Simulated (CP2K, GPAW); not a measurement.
A CP2K input for a self-consistent single point of TaAs (I4_1md, 4 atoms in the cell) (DFT PBE, GPW, DZVP-MOLOPT-SR-GTH basis, GTH-PBE potentials (GTH_POTENTIALS)):

```
&GLOBAL
  PROJECT calc
  RUN_TYPE ENERGY_FORCE
  PRINT_LEVEL MEDIUM
&END GLOBAL
&FORCE_EVAL
  METHOD Quickstep
  STRESS_TENSOR ANALYTICAL
  &DFT
    BASIS_SET_FILE_NAME BASIS_MOLOPT
    POTENTIAL_FILE_NAME GTH_POTENTIALS
    &QS
      METHOD GPW
      EPS_DEFAULT 1E-10
    &END QS
    &MGRID
      CUTOFF 500
      REL_CUTOFF 50
      NGRIDS 5
    &END MGRID
    &SCF
      SCF_GUESS ATOMIC
      EPS_SCF 1E-7
      MAX_SCF 100
      ADDED_MOS 7
      &DIAGONALIZATION
        ALGORITHM STANDARD
      &END DIAGONALIZATION
      &MIXING
        METHOD BROYDEN_MIXING
        ALPHA 0.2
        NBUFFER 12
      &END MIXING
      &SMEAR ON
        METHOD GAUSSIAN
        SIGMA [eV] 0.136
      &END SMEAR
    &END SCF
    &KPOINTS
      SCHEME MONKHORST-PACK 8 8 8
      GAMMA_CENTERED T
    &END KPOINTS
    &XC
      &XC_FUNCTIONAL PBE
      &END XC_FUNCTIONAL
    &END XC
    &PRINT
      &MO
        EIGENVALUES T
        OCCUPATION_NUMBERS T
        NDIGITS 8
        FILENAME mo
        &EACH
          QS_SCF 0
        &END EACH
        ADD_LAST NUMERIC
      &END MO
      &MULLIKEN ON
      &END MULLIKEN
    &END PRINT
  &END DFT
  &SUBSYS
    &CELL
      A 6.44840700 0.00000000 0.00000000
      B 4.55382900 4.56558800 0.00000000
      C -5.50111800 -2.28279400 2.47153900
      PERIODIC XYZ
    &END CELL
    &COORD
      SCALED
      Ta       0.49997000     0.99997000     0.50000000
      Ta       0.74997000     0.74997000     0.00000000
      As       0.08263000     0.58263000     0.50000000
      As       0.33263000     0.33263000     0.00000000
    &END COORD
    &KIND Ta
      BASIS_SET DZVP-MOLOPT-SR-GTH
      POTENTIAL GTH-PBE-q13
    &END KIND
    &KIND As
      BASIS_SET DZVP-MOLOPT-SR-GTH
      POTENTIAL GTH-PBE-q5
    &END KIND
  &END SUBSYS
  &PRINT
    &FORCES ON
    &END FORCES
    &STRESS_TENSOR ON
    &END STRESS_TENSOR
  &END PRINT
&END FORCE_EVAL
```

Translate this input to GPAW.

This is the input that was run; spellings and numerical settings could be chosen otherwise.

```python
from ase import Atoms
from ase.units import GPa
from gpaw import GPAW, PW

atoms = Atoms(['Ta', 'Ta', 'As', 'As'],
              cell=[[-1.747642, 1.747642, 5.955959],
                    [1.747642, -1.747642, 5.955959],
                    [1.747642, 1.747642, -5.955959]],
              scaled_positions=[[0.499970, 0.999970, 0.500000],
                                [0.749970, 0.749970, 0.000000],
                                [0.082630, 0.582630, 0.500000],
                                [0.332630, 0.332630, 0.000000]],
              pbc=True)

calc = GPAW(mode=PW(600),
            xc='PBE',
            kpts={'size': (8, 8, 8), 'gamma': True},
            occupations={'name': 'methfessel-paxton', 'width': 0.136, 'order': 0},
            nbands=-8,
            convergence={'forces': 0.001},
            symmetry={'symmorphic': False, 'tolerance': 0.0005},
            maxiter=150)

atoms.calc = calc

energy = atoms.get_potential_energy()
print('Energy (eV):', round(energy, 6))
forces = atoms.get_forces()
print('Forces (eV/Ang):')
print(forces.round(5))
stress = atoms.get_stress()
print('Stress (GPa, Voigt):', (stress / GPa).round(4))
```

Basis, cutoffs, solver keys and any potentials are the target program's own. This input uses DFT PBE, plane waves, GPAW PAW datasets PBE (gpaw-data 1.0.1). Both were run: pressure -5.20 GPa in CP2K and -4.94 in GPAW; largest force 0.002 eV/Å in CP2K and 0.005 in GPAW.

On GPAW: the starting cell comes from a database of computed structures (which also holds hypothetical and non-ambient phases and stackings), without a prior relaxation at this level. Its lattice was rescaled by a random factor within 2.5 % of one. Spin polarisation is off. With a pressure of about -5 GPa the cell is away from its equilibrium volume at this level.

On CP2K: the starting cell comes from a database of computed structures (which also holds hypothetical and non-ambient phases and stackings), without a prior relaxation at this level. Its lattice was rescaled by a random factor within 2.5 % of one. Spin polarisation is off. Values carry the incompleteness of an atom-centred basis. With a pressure of about -5 GPa the cell is away from its equilibrium volume at this level.
